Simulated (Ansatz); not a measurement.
The starting structures come from a database of crystals and need not be the phases stable at ambient conditions.

Inside the gap of an insulator the Bloch states are evanescent, with a wavenumber k + iκ along the transport direction.

Here is the system:

```xyz
4
Lattice="4.2117 0.0000 0.0000 -2.1058 3.6474 0.0000 0.0000 0.0000 6.8677" Properties=species:S:1:pos:R:3 pbc="T T T"
Cd     0.0000     0.0000     3.3668
Cd     0.0000     2.4316     0.0662
Se     0.0000     2.4316     4.2975
S      0.0000     0.0000     0.8405
```

Space group of this cell: P3m1. The cell is strained (all lengths scaled by 0.98); by r2SCAN its mean pressure is 1.6 GPa.

Transport runs along the normal of the first two printed cell vectors, the (001) plane of the conventional cell.

The gap is the functional's own. No spin-orbit coupling. Mid-gap values are interpolated on the energy grid.

Q: Estimate the band gap and the smallest decay constant κ at mid-gap that r2SCAN run with Ansatz (a first-principles code) returns for this system.

A: Gap 1.29 eV on a 12×12×6 mesh; κ = 0.106 1/Å, at the zone centre.
